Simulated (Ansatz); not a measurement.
Take Be in the diamond structure (space group Fd-3m, No. 227; a = 4.897 Å; a hypothetical phase, not in the database extracts checked) as the base.

(Cell as relaxed with PBE.)

Levels (all Ansatz, an electronic-structure program, PAW): PBE (420 eV, spin-orbit coupling left out); PBEsol (420 eV, spin-orbit coupling left out).

Each level relaxes its own structure.

| base | PBE | PBEsol |
|---|---|---|
| volume per atom | 14.68 Å³ | 14.47 Å³ |
| lattice parameter a | 4.897 Å | 4.874 Å |
| band gap | zero | zero |

The change: a hydrostatic pressure of 5 GPa.

```csv
quantity,PBE,PBEsol
lattice parameter a,4.742 Å,?
band gap,zero,?
```

### Question
Predict the PBEsol column.

### Answer

- lattice parameter a, PBEsol: 4.724 Å
- band gap, PBEsol: zero

PBE's lattice parameter a lies 0.018 Å above PBEsol's (0.4 %); the two agree on the band gap. Neither level is exact; PBEsol is the comparison here, not a measurement.

Load acts through the strain it causes; cell and atoms are relaxed under it. Whether these cells are dynamically stable was not tested. No other phases were tried under pressure.
